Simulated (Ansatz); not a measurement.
The starting structures come from a database of crystals and need not be the phases stable at ambient conditions.

 Where the default PAW files enter, the runs use the earlier of Ansatz's two default sets.

The decay constant κ of evanescent states in the gap governs leakage through a thin film.

Input:

```
Hg2Cl2P
1.0
    5.91253    -0.01788     0.03983
    0.48198     5.89288     0.03983
    2.53911     2.33283     6.87676
Hg P Cl
4 2 4
Direct
  0.50000   0.00000   0.00000
  0.00000   0.50000   0.00000
  0.71270   0.71270   0.57073
  0.28730   0.28730   0.42927
  0.64093   0.64093   0.91365
  0.35907   0.35907   0.08635
  0.72497   0.27503   0.50000
  0.27503   0.72497   0.50000
  0.10482   0.10482   0.78195
  0.89518   0.89518   0.21805
```

Space group of this cell: C2/m. The cell was relaxed by PBE-D3(BJ); by PBEsol its mean pressure is -1.2 GPa.

Transport runs along the normal of the first two printed cell vectors.

No gap correction and no spin-orbit coupling; mid-gap values are interpolated between computed energies.

Predict the band gap and the smallest decay constant κ at mid-gap from PBEsol (Ansatz, a first-principles code).

Gap 1.46 eV on a 6×6×6 mesh; κ = 0.169 1/Å, at (0.167, 0.167) of the in-plane reciprocal vectors. At the zone centre, at the nearest computed energy, the slowest state has κ = 0.20 1/Å.
